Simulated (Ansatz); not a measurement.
## Short convergence ladders for MoRu3 (P3m1, 8 atoms in the cell)

```
CELL_PARAMETERS angstrom
      5.44779     0.00000     0.00000
     -2.72389     4.71792     0.00000
      0.00000     0.00000     4.32848
ATOMIC_POSITIONS crystal
  Mo 0.66667 0.33333 0.26155
  Mo 0.33333 0.66667 0.75000
  Ru 0.83388 0.16612 0.75000
  Ru 0.16612 0.83388 0.25000
  Ru 0.66776 0.83388 0.25000
  Ru 0.33224 0.16612 0.75000
  Ru 0.83388 0.66776 0.75000
  Ru 0.16612 0.33224 0.25000
```

Base method: PBEsol, default PAW files made with PBE (plane waves; Ansatz, an electronic-structure program).

Base settings: basis.ecutwfc = 420 eV; kpoints.mp_grid.grid = 4 4 5; hamiltonian.xc = pbesol; hamiltonian.pseudopotentials = {kind: paw} (the program's default PAW files); scf.occupations.method = fermi_dirac; scf.occupations.width = 0.1 eV.

The count of work is k-points × plane waves × bands × iterations; it is no time. Core times come from one kind of shared machine, to one figure; runs under 30 s give none.

**The k-point mesh at a smearing width of 0.05 eV**

In this ladder: scf.occupations.width = 0.05 eV.

The second cell is the first with its lattice scaled by 0.98.

Only quantities that move along the ladder and can be compared are tabulated.

```csv
kpoints.mp_grid.grid,free energy less the last step's (meV/atom),energy of the compressed cell less the first (meV/atom),pressure (GPa),largest difference of a force vector from the last step's (eV/Å),count of work / last,core time / last (rough)
3 3 3,10.40,42.40,-2.15,0.181,0.010,–
4 4 4,5.67,38.31,-2.86,0.149,0.017,–
5 5 5,4.51,38.67,-2.79,0.104,0.028,–
5 5 6,-2.85,37.37,-3.03,0.050,0.036,–
6 6 7,3.47,38.23,-2.85,0.031,0.047,–
9 9 10,0.29,37.79,-2.94,0.008,0.15,0.2
11 11 12,0.08,37.85,-2.93,0.003,0.24,0.3
17 17 18,0.00,37.72,-2.95,0.000,1.0,1
```

Coarsest kpoints.mp_grid.grid that holds the free energy within 2 meV/atom of the last step, with all finer ones: 9 9 10, at 0.15 of the last step's count of work and about 0.2 of the last step's time; the step before is off by 3.5 meV/atom.

Coarsest kpoints.mp_grid.grid that holds the energy of the compressed cell less the first within 2 meV/atom of the last step, with all finer ones: 4 4 4, at 0.017 of the last step's count of work; the step before is off by 4.7 meV/atom.

Coarsest kpoints.mp_grid.grid that holds the forces within 0.02 eV/Å of the last step, with all finer ones: 9 9 10, at 0.15 of the last step's count of work and about 0.2 of the last step's time; the step before is off by 0.031 eV/Å.

The energy difference between the two cells stays within 1 meV/atom of the last step's from 4 4 4 on, the total only from 9 9 10 on: much of the error is common to both cells and cancels.

**The width of Gaussian smearing**

In this ladder: kpoints.mp_grid.grid = 7 7 8; scf.occupations.method = gaussian.

Narrow widths need finer meshes than wide ones, so the last steps can hold mesh noise.

Only quantities that move along the ladder and can be compared are tabulated; pressure and forces are left out, as mesh noise rules them at narrow widths.

| scf.occupations.width | free energy less the last step's (meV/atom) | energy extrapolated to zero width less the last step's (meV/atom) |
|---|---|---|
| 1 eV | -225.63 | 1.79 |
| 0.5 eV | -56.83 | -0.34 |
| 0.3 eV | -19.93 | 0.44 |
| 0.2 eV | -8.37 | 0.29 |
| 0.1 eV | -1.60 | 0.05 |
| 0.05 eV | 0.00 | 0.00 |

Widest scf.occupations.width that holds the free energy within 5 meV/atom of the last step, with all finer ones: 0.1 eV; the step before is off by 8.4 meV/atom.

Widest scf.occupations.width that holds the energy extrapolated to zero width within 1 meV/atom of the last step, with all finer ones: 0.5 eV; the step before is off by 1.8 meV/atom.

The extrapolation to zero width removes most of the smearing's effect on the energy.

**The mesh under tetrahedron occupations**

In this ladder: scf.occupations.method = tetrahedron; scf.occupations.width = default.

Only quantities that move along the ladder and can be compared are tabulated.

| kpoints.mp_grid.grid | free energy less the last step's (meV/atom) | pressure (GPa) | largest difference of a force vector from the last step's (eV/Å) | count of work / last | core time / last (rough) |
|---|---|---|---|---|---|
| 3 3 3 | -3.22 | -2.37 | 0.151 | 0.029 | – |
| 4 4 4 | -3.15 | -3.14 | 0.117 | 0.052 | – |
| 5 5 5 | 1.84 | -2.92 | 0.138 | 0.076 | – |
| 6 6 6 | 0.11 | -3.02 | 0.066 | 0.14 | – |
| 7 7 8 | -2.90 | -3.08 | 0.017 | 0.18 | 0.2 |
| 9 9 9 | 0.23 | -3.04 | 0.027 | 0.35 | 0.4 |
| 11 11 12 | -0.04 | -3.00 | 0.011 | 0.64 | 0.6 |
| 13 13 14 | 0.00 | -3.03 | 0.000 | 1.0 | 1 |

Coarsest kpoints.mp_grid.grid that holds the forces within 0.02 eV/Å: not settled: the last two steps still differ by 0.011 eV/Å, over half the tolerance, so the ladder does not show it.

Coarsest kpoints.mp_grid.grid that holds the pressure within 0.5 GPa of the last step, with all finer ones: 4 4 4, at 0.052 of the last step's count of work; the step before is off by 0.65 GPa.

Coarsest kpoints.mp_grid.grid that holds the free energy within 1 meV/atom of the last step, with all finer ones: 9 9 9, at 0.35 of the last step's count of work and about 0.4 of the last step's time; the step before is off by 2.9 meV/atom.

Two neighbours can agree and both be off: 3 3 3 and 4 4 4 differ by 0.08 meV/atom in the free energy, yet lie about 3.1 meV/atom from the last step.

On the base run: the starting cell comes from a database of computed structures (which also holds hypothetical and non-ambient phases and stackings), without a prior relaxation at this level. Its lattice was rescaled by up to half a per cent. One atom was moved a little off its site on purpose. Spin polarisation is off. Ansatz's pressure includes its estimate of the finite-basis (Pulay) stress.

Left out of this page: 2 runs of the series outside the window shown, repeating another row's setting, or not comparable.

Keys are those of Ansatz 0.2.
